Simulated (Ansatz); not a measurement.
**Effective masses and thermopower of CsLuS₂ (P6_3/mmc)**

Consider the following.

```
CELL_PARAMETERS angstrom
      3.94924     0.00000     0.00000
     -1.97462     3.42014     0.00000
      0.00000     0.00000    15.78265
ATOMIC_POSITIONS crystal
  Cs 0.33333 0.66667 0.25000
  Cs 0.66667 0.33333 0.75000
  Lu 0.00000 0.00000 0.50000
  Lu 0.00000 0.00000 0.00000
  S  0.33333 0.66667 0.90926
  S  0.66667 0.33333 0.09074
  S  0.66667 0.33333 0.40926
  S  0.33333 0.66667 0.59074
```

Computed with PBEsol, rigid bands (plane waves, PAW, scalar-relativistic; Ansatz, a first-principles code). Geometry: cell and atoms relaxed with PBEsol.

```json
{
  "band_gap": "1.93 eV",
  "electron conductivity mass (300 K, dilute)": "0.42 (x), 0.42 (y), 0.51 (z) mₑ",
  "hole conductivity mass (300 K, dilute)": "0.75 (x), 0.75 (y), 5.0 (z) mₑ",
  "effective density of states N_c (300 K)": "2.6e19 cm⁻³",
  "effective density of states N_v (300 K)": "1.7e20 cm⁻³",
  "density_of_states_mass_electrons": "1.02 mₑ",
  "density_of_states_mass_holes": "3.6 mₑ",
  "Seebeck coefficient, n-type 1e19 cm⁻³, 300 K": "-306 μV/K",
  "best n-type power factor at 300 K for τ = 10 fs (best axis; densities from 1e16 to 1e21 cm⁻³ tried, whether or not they can be reached)": "11.0 μW/(cm·K²) at 1e20 cm⁻³",
  "Seebeck coefficient, p-type 1e19 cm⁻³, 300 K": "453 μV/K",
  "best p-type power factor at 300 K for τ = 10 fs (best axis; densities from 1e16 to 1e21 cm⁻³ tried, whether or not they can be reached)": "22 μW/(cm·K²) at 3e20 cm⁻³"
}
```

Rigid bands; masses and Seebeck coefficients take one relaxation time τ for all states and one kind of carrier; polarons and phonon drag are left out. Spin-orbit coupling is left out; where it splits the top of the valence band, N_v and the p-type Seebeck coefficient come out somewhat high without it.

Computed structure with no diffraction record at hand here (it may be known, metastable or hypothetical): CsLuS2 (P6_3/mmc).
